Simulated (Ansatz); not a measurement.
## AlCr2C: response to strain

The reference is AlCr2C (space group P6_3/mmc, No. 194; a = 2.8119 Å, c = 12.5996 Å; non-magnetic). Axes: x lies along a and z along c of the hexagonal cell.

Strains are applied to the cell and any free atomic positions relax; under biaxial strain the out-of-plane vector relaxes too; under stress the whole cell relaxes.

Level of theory: Kohn–Sham DFT with the PBEsol functional, run in Ansatz (a first-principles code) with PAW and 420 eV plane waves, no spin-orbit coupling, earlier PAW set.

Notes on the quantities. energy relative to the base: free energy F.

| case | energy relative to the base | space group | shortest interatomic distance |
|---|---|---|---|
| base | 0 meV/atom | P6_3/mmc (No. 194) | 1.941 Å |
| biaxial strain −1.73 %, plane normal [001], relaxed out of plane | – | P6_3/mmc (No. 194) | 1.930 Å |
| isotropic strain +2.11 % | +25 meV/atom | P6_3/mmc (No. 194) | 1.965 Å |
| uniaxial strain ε_yy = −2.09 % | [?] | Cmcm (No. 63) | [?] |
| uniaxial stress, 0.5 GPa tension along z | 0.0 meV/atom | P6_3/mmc (No. 194) | 1.941 Å |
| uniaxial stress, 8 GPa tension along x | +6.9 meV/atom | Cmcm (No. 63) | 1.932 Å |
| tensor shear ε_yz = +3.58 % | +24 meV/atom | C2/m (No. 12) | 1.920 Å |
| uniaxial stress, 5 GPa compression along z | +2.5 meV/atom | P6_3/mmc (No. 194) | 1.939 Å |

Task: What belongs in the blanks?

Result: 
- uniaxial strain ε_yy = −2.09 %, energy relative to the base: +6.1 meV/atom
- uniaxial strain ε_yy = −2.09 %, shortest interatomic distance: 1.921 Å

Without a gap, meshes like the base's 19×19×4 leave anisotropic stresses uncertain by several tenths of a GPa, and small strain energies with them. Beyond what the load breaks, stability against distortions was not tested. Seeded moments were not kept for the base. All final runs are without spin polarisation.
